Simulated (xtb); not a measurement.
xtb 6.7.1, GFN1-xTB: Au(I)(py) ([I][Au]<-[n]1ccccc1), 13 atoms. The geometry is a generated start, not checked to be a minimum at this level.

| Property | Value |
|---|---|
| run flags | --grad |
| method | GFN1-xTB |
| --acc | 1 (default) |
| --etemp (K) | 300 (default) |
| basis functions | 54 |
| valence electrons | 48 |

```xyz
13

Au     2.0064     0.6360    -2.0703
I      3.7092     1.1960    -3.8538
C     -1.3302    -0.4195     1.3681
C     -0.9658    -1.3647     0.4214
C     -0.0177    -1.0253    -0.5269
N      0.5612     0.1708    -0.5675
C      0.2131     1.0778     0.3402
C     -0.7270     0.8279     1.3236
H     -2.0671    -0.6501     2.1221
H     -1.4054    -2.3490     0.4152
H      0.2936    -1.7321    -1.2817
H      0.7065     2.0360     0.2721
H     -0.9768     1.5962     2.0374
```

Charge 0 and multiplicity 1 are set for this test and not shown to be the ground state.

One run each on 1 thread. Values of broydamp tried: 0.02, 0.05, 0.1, 0.2, 0.4 (default), 0.6, 0.8, 1.

### Question
Predict the course of the SCC iterations along this series.

### Answer
Fewest SCC iterations, within one of each other: 0.2 with 14, 0.4 (default) with 15, 0.6 with 14, 0.8 with 15. The count rises to 21 at 0.02. All converge to one solution.

```
broydamp       SCC iterations            end
-------------  --------------  -------------
0.02                       21  same solution
0.05                       19  same solution
0.1                        16  same solution
0.2                        14  same solution
0.4 (default)              15  same solution
0.6                        14  same solution
0.8                        15  same solution
1                          18  same solution
```
